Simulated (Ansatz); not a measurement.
# CuI: response to strain

Consider CuI in the zinc blende structure (space group F-43m, No. 216; a = 6.0230 Å). Axes: x, y, z lie along the cube axes.

Strains are applied to the cell and any free atomic positions relax; under biaxial strain the out-of-plane vector relaxes too.

All numbers come from r2SCAN in Ansatz (plane waves to 500 eV, PAW, scalar-relativistic without spin-orbit coupling).

Notes on the quantities. pressure: mean of the normal stresses, compression positive; energy relative to the base: free energy F.

```tsv
variant	pressure	band gap	energy relative to the base
base	-0.01 GPa	1.67 eV	0 meV/atom
biaxial strain +4.03 %, plane normal [110], relaxed out of plane	-1.84 GPa	1.43 eV	+20 meV/atom
biaxial strain −0.65 %, plane normal [111], relaxed out of plane	(withheld)	(withheld)	(withheld)
tensor shear ε_xy = −2.97 %	0.01 GPa	1.60 eV	+6.9 meV/atom
```

Problem. What belongs in the blanks?

Solution. 
- biaxial strain −0.65 %, plane normal [111], relaxed out of plane, pressure: 0.35 GPa
- biaxial strain −0.65 %, plane normal [111], relaxed out of plane, band gap: 1.69 eV
- biaxial strain −0.65 %, plane normal [111], relaxed out of plane, energy relative to the base: +0.6 meV/atom

A biaxial case was relaxed in a doubled cell and then solved in the primitive one. With I present, leaving out spin-orbit coupling can change the band edges. No phonon test of stability was made. All final runs are without spin polarisation.

Ansatz is a quantum-chemistry and plane-wave program.
